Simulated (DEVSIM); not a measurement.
System: Pd/SiO2/p-Ge capacitor, at 250 K.

| layer (left to right) | material | thickness (nm) | Na (cm⁻³) |
|---|---|---|---|
| 1 | SiO2 | 2.70 | - |
| 2 | Ge | 470 | 1.6e18 |

Metal gate on the left, work function 5.2 eV. Fixed charge at the semiconductor interface 2.9e12 cm⁻² (in units of +e); no interface traps.

The device is made up for the run: typed textbook-type constants, with dimensions and the other settings drawn at random. Values at 300 K; Nc and Nv go as T^1.5, mobilities as T to minus their exponent, the gap by Varshni's rule with the affinity fixed.

```
parameter         SiO2        Ge
----------------  ----  --------
gap (eV)             9     0.664
affinity (eV)      0.9         4
permittivity       3.9        16
Nc (cm⁻³)            -   1.04e19
Nv (cm⁻³)            -      6e18
Varshni α (eV/K)     -  0.000477
Varshni β (K)        -       235
```

DEVSIM, 1D Poisson equation in equilibrium, Boltzmann statistics, complete ionisation; no quantum confinement or tunnelling. Metal contacts follow the ideal Schottky-Mott rule: no Fermi-level pinning, no interface dipoles.

Base results: flat-band voltage (V) 0.18; capacitance of the dielectric stack (μF/cm²) 1.28; minimum of the low-frequency capacitance (μF/cm²) 0.410; threshold voltage (band bending 2φF) (V) 1.33.

What follows from this one change: temperature 250 → 350 K?

flat-band voltage 0.18 → 0.24 V; capacitance of the dielectric stack little changed (1.28 μF/cm²); minimum of the low-frequency capacitance 0.410 → 0.451 μF/cm²; threshold voltage (band bending 2φF) 1.33 → 1.26 V.

What follows from this one change: fixed charge 2.9e+12 → 4.34e+12 cm^-2?

flat-band voltage 0.18 → 0.00 V; capacitance of the dielectric stack little changed (1.28 μF/cm²); minimum of the low-frequency capacitance little changed (0.411 μF/cm²); threshold voltage (band bending 2φF) 1.33 → 1.15 V.
